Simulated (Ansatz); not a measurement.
# ZnS: response to strain

Take ZnS in the wurtzite structure (space group P6_3mc, No. 186) as the base.

```
CELL_PARAMETERS angstrom
      3.80703     0.00000     0.00000
     -1.90352     3.29699     0.00000
      0.00000     0.00000     6.24624
ATOMIC_POSITIONS crystal
  Zn 0.66667 0.33333 0.99975
  Zn 0.33333 0.66667 0.49975
  S  0.66667 0.33333 0.62545
  S  0.33333 0.66667 0.12545
```

Strains are applied to the cell and any free atomic positions relax.

Levels (all Ansatz, a program for electronic structure, PAW, earlier PAW set): r2SCAN (500 eV, scalar-relativistic without spin-orbit coupling); HSE06 (420 eV, no spin-orbit coupling).

```tsv
isotropic strain (%)	band gap, r2SCAN (eV)	band gap, HSE06 (eV)
-2.71	3.17	3.84
-2.62	?	?
-1.24	2.95	3.62
0	2.77	3.44
```

**Question.** Fit E_g = E₀ + Dε (ε in %) to the rows shown and predict the withheld row.

**Answer.** Least squares on the printed values gives 

- r2SCAN: E₀ = 2.77 eV, D = -148 meV per % of strain (largest residual 0.00 eV); this predicts 3.16 eV, and the run gives 3.16 eV, in agreement
- HSE06: E₀ = 3.44 eV, D = -148 meV per % of strain (largest residual 0.00 eV); this predicts 3.83 eV, and the run gives 3.83 eV, in agreement.

Single points use the geometry relaxed with r2SCAN. Whether these cells are dynamically stable was not tested.
